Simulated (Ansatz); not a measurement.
Take Zr in the hcp (Mg type) structure (space group P6_3/mmc, No. 194; a = 3.244 Å, c = 5.158 Å; relaxed with 0.1 eV smearing) as the base. Axes: x lies along a and z along c of the hexagonal cell.

The values are results of plane-wave PAW DFT at the r2SCAN level (Ansatz, an electronic-structure program, 500 eV), without spin-orbit coupling, not measurements.

Now apply this change: an isotropic linear strain of −3.00 %; the atoms relax in the strained cell.

### Question
Predict the stress tensor and what it implies for the stiffness.

### Answer
Stress of the strained cell less that of the base (GPa, compression positive):
```
    9.8     0.0     0.0
    0.0     9.8     0.0
    0.0     0.0    10.5
```

Then B = −ΔP/(ΔV/V₀) with ΔV/V₀ = -0.0873 gives secant stiffness values (nonlinear terms included at this strain): B (at held cell shape, above the free-shape value) ≈ 115 GPa.

As a check, the harmonic strain energy −½ V₀ Δσ:ε is 66 meV/atom; the computed energy rise is 60 meV/atom.

Stability against distortions was not tested. The final runs are not spin-polarised.
